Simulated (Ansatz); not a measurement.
System: HgCdSe2 (P-4m2, No. 115, 4 atoms in the cell; start mp-1226729). Method: r²SCAN (PAW; Ansatz, a program for electronic structure).

Run with plane-wave cutoff 500 eV, 10×10×8 k mesh (along the axes of the cell as run), Fermi–Dirac smearing 0.05 eV, scalar-relativistic PAW data made under PBE.

Cell (relaxed at this level):

```cif
data_CdHgSe2
_chemical_formula_sum 'Cd1 Hg1 Se2'
_space_group_name_H-M_alt 'P 1'
_space_group_IT_number 1
_cell_length_a 4.35894
_cell_length_b 4.35894
_cell_length_c 6.14645
_cell_angle_alpha 90.000
_cell_angle_beta 90.000
_cell_angle_gamma 90.000
loop_
_space_group_symop_operation_xyz
  'x, y, z'
loop_
_atom_site_label
_atom_site_type_symbol
_atom_site_fract_x
_atom_site_fract_y
_atom_site_fract_z
_atom_site_occupancy
Cd1 Cd 0.50000 0.50000 0.50000 1
Hg1 Hg 0.00000 0.00000 0.00000 1
Se1 Se 0.00000 0.50000 0.25303 1
Se2 Se 0.50000 0.00000 0.74697 1
```

Question: What does this level give for the band gap?

Answer: 
- band gap: 0.15 eV (on the SCF k mesh)

Note: the relaxation could not lower the start's symmetry, so the cell can be a saddle point above a distorted one.

Spin–orbit coupling is not included; with these elements it can move the gap by several tenths of an eV or more.

The computed numbers hold no vibrational or temperature effects.

A start named mp-… is a Materials Project structure, which need not be a measured phase.
